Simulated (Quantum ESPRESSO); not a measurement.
Troubleshooting Quantum ESPRESSO: a failed run on La4Rh3 (I-43d, 14 atoms in the cell). The aim is a self-consistent single point with DFT, LDA (PZ), plane waves, GBRV 1.5 ultrasoft (LDA) pseudopotentials.

Cell that was meant: a = 7.7605 Å, b = 7.7605 Å, c = 7.7605 Å, α = 109.47°, β = 109.47°, γ = 109.47°.

Part of the input:

```fortran
&system
    ibrav = 0
    nat = 14
    ntyp = 1
    ecutwfc = 40
    ecutrho = 320
    occupations = 'smearing'
```

The program printed (abridged):

```
     This program is part of the open-source Quantum ESPRESSO suite
     for quantum simulation of materials; please cite

Warning: card LA   138.9055  LA_LDA_V1.USPP.F.UPF ignored

 %%%%%%%%%%%%%%%%%%%%%%%%%%%%%%%%%%%%%%%%%%%%%%%%%%%%%%%%%%%%%%%%%%%%%%%%%%%%%%
     Error in routine read_cards (7):
     species La in ATOMIC_POSITIONS is nonexistent
 %%%%%%%%%%%%%%%%%%%%%%%%%%%%%%%%%%%%%%%%%%%%%%%%%%%%%%%%%%%%%%%%%%%%%%%%%%%%%%

     stopping ...
```

Read the log: what does the program object to, and what is the fix?

The fault is a species count that does not match the list of species. The number of species decides how many lines of the species card are read. To fix it, make the count match the list. The program stopped before any SCF iteration.

The sound input it was made from differs as follows (other fixes are possible):
```diff
-    ntyp = 1
+    ntyp = 2
```

With that input, the run converged in 20 iterations: free energy E − TS -25121.5428 eV; Fermi level (on the code's own zero) 13.95 eV; pressure -5.44 GPa; largest force (vector length) 0.122 eV/Å (DFT, LDA (PZ), plane waves, GBRV 1.5 ultrasoft (LDA) pseudopotentials).

On the sound input: the starting cell comes from a database of published, mostly measured structures (it also holds non-ambient and calculated ones), without a prior relaxation at this level. Spin polarisation is off. With a pressure of about -5 GPa the cell is away from its equilibrium volume at this level. Without a gap this mesh is coarse (it stands for a supercell whose shortest vector is 16 Å).
